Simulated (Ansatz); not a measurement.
Consider Os in the hcp (Mg type) structure (space group P6_3/mmc, No. 194; a = 2.7380 Å, c = 4.3184 Å; relaxed with 0.1 eV smearing). Axes: x lies along a and z along c of the hexagonal cell.

Computed with plane-wave PAW DFT at the r2SCAN level (Ansatz, an electronic-structure program, 500 eV), without spin-orbit coupling.

For the base:

| Quantity | Result |
|---|---|
| Pressure | 0.0 GPa |
| Shortest interatomic distance | 5.057 bohr |

Now apply this change: uniaxial strain ε_yy = −1.02 %, all other strain components held at zero; the atoms relax in the strained cell.

Problem. What happens to the pressure?

Solution. The pressure (mean of the normal stresses, compression positive) goes from zero to 4.4 GPa.

Problem. How does this affect the shortest interatomic distance?

Solution. The shortest interatomic distance decreases by 0.015 bohr, from 5.057 bohr to 5.042 bohr.

Whether these cells are dynamically stable was not tested. The final runs are not spin-polarised.
